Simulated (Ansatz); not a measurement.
# BN under a change: tensor shear ε_xz = +2.00 %

Take BN in the wurtzite structure (space group P6_3mc, No. 186; a = 2.541 Å, c = 4.203 Å) as the base. Axes: x lies along a and z along c of the hexagonal cell.

It is then changed as follows: a pure shear with ε_xz = ε_zx = 0.0200, atoms relaxed at fixed cell.

Method: PBEsol/PAW in Ansatz (a quantum-chemistry and plane-wave program), scalar-relativistic without spin-orbit coupling. Γ-centred 15×15×8 mesh, Fermi–Dirac width 0.05 eV.

```csv
quantity,base,changed,shift
volume per atom,5.88 Å³,5.87 Å³,-0.002 Å³
space group,P6_3mc (No. 186),Cc (No. 9),–
shortest interatomic distance,1.559 Å,1.546 Å,-0.013 Å
energy relative to the base (free energy F),0 meV/atom,+9.8 meV/atom,+9.8 meV/atom
"pressure (mean of the normal stresses, compression positive)",0.00 GPa,0.24 GPa,+0.24 GPa
band gap,4.96 eV,4.88 eV,-0.08 eV
gap character,–,"indirect, Γ → k = (1/3, 1/3, 0) in the run's primitive reciprocal basis",–
smallest direct gap,8.21 eV,8.12 eV,-0.097 eV
electron mass,"0.30 mₑ along c, 0.50 mₑ across (at K)","0.30 mₑ along z, 0.50 mₑ across (off the special points)",–
"valence-band top at Γ (three highest levels, from the VBM)","0.00, 0.00, -0.28 eV","0.00, -0.10, -0.46 eV",–
"stress (xx, yy, zz, yz, xz, xy; compression positive)",–,"(0.00, 0.28, 0.43, 0.00, -13.28, 0.00) GPa",–
```

Final structure:

```
BN
1.0
    2.54100     0.00000     0.05082
   -1.27050     2.20057    -0.02541
    0.08407     0.00000     4.20330
B N
2 2
Direct
  0.33236   0.66653   0.00031
  0.66583   0.33347   0.50031
  0.33456   0.66732   0.37469
  0.66724   0.33268   0.87469
```

The cells carry an imposed strain or load. Effective masses come from finite differences of ±0.01 Å⁻¹. Whether these cells are dynamically stable was not tested. k-point labels follow each cell's own Brillouin zone.
